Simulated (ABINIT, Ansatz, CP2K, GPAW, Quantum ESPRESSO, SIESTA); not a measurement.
**Code comparison for Ga (Cmce, 4 atoms in the cell)**

Self-consistent single point, at a second geometry (lattice scaled by 0.98). First geometry:

```
CELL_PARAMETERS angstrom
      2.23154    -3.82558     0.00000
      2.23154     3.82558     0.00000
      0.00000     0.00000     4.58739
ATOMIC_POSITIONS crystal
  Ga 0.65570 0.34430 0.41540
  Ga 0.34430 0.65570 0.58460
  Ga 0.84430 0.15570 0.91540
  Ga 0.15570 0.84430 0.08460
```

Shared settings, as Ansatz (a program for electronic structure) writes them: kpoints.mp_grid.grid = 6 6 5; scf.occupations.method = fermi_dirac; scf.occupations.width = 0.136 eV. Potentials and cutoffs stand in the table.

| code | model | ΔF from the first geometry (meV/atom) | pressure (GPa) | largest force (eV/Å) | cutoff |
|---|---|---|---|---|---|
| SIESTA | GGA PBE, numerical atomic orbitals DZP, PseudoDojo PBE standard norm-conserving potentials (rewritten from UPF to PSML) | 27.2 | 6.98 | 0.178 | grid 300 Ry |
| Ansatz | PBE, default PAW files | 28.0 | 6.04 | 0.037 | 420 eV |
| CP2K | PBE, GPW, DZVP-MOLOPT-SR-GTH basis, GTH-PBE potentials (GTH_POTENTIALS) | 30.4 | 6.34 | 0.063 | grid 600 Ry |
| ABINIT | PBE, PAW (JTH v2.0 PBE PAW) | 28.5 | 6.16 | 0.038 | 40 Ry |
| Quantum ESPRESSO | PBE, PseudoDojo standard norm-conserving (PBE) pseudopotentials | 29.0 | 6.19 | 0.033 | 80 Ry |
| GPAW | PBE, GPAW PAW datasets PBE (gpaw-data 1.0.1) | 34.4 | 7.15 | 0.070 | 600 eV |

The spread over the programs that give each value: ΔF from the first geometry within 7.2 meV/atom; pressure within 1.11 GPa; largest force within 0.145 eV/Å.

SIESTA and CP2K use small atom-centred bases, whose incompleteness enters pressures, forces and empty levels differently from a plane-wave cutoff. Ansatz's pressure is given at a fixed set of plane waves, as the other plane-wave codes print theirs; with its correction for the finite basis it is 6.09 GPa. In the force vectors, SIESTA (by 0.145) lies more than 0.08 eV/Å from the median of the plane-wave programs.

The starting cell comes from a database of computed structures (which also holds hypothetical and non-ambient phases and stackings), without a prior relaxation at this level. Its lattice was rescaled by a random factor within 2.5 % of one. For this run, on top of that: lattice scaled by 0.98.

Left out of this page: Elk (not drawn, or without a comparable value); FLEUR (with a known weakness of the program).

Keys are those of Ansatz 0.2.
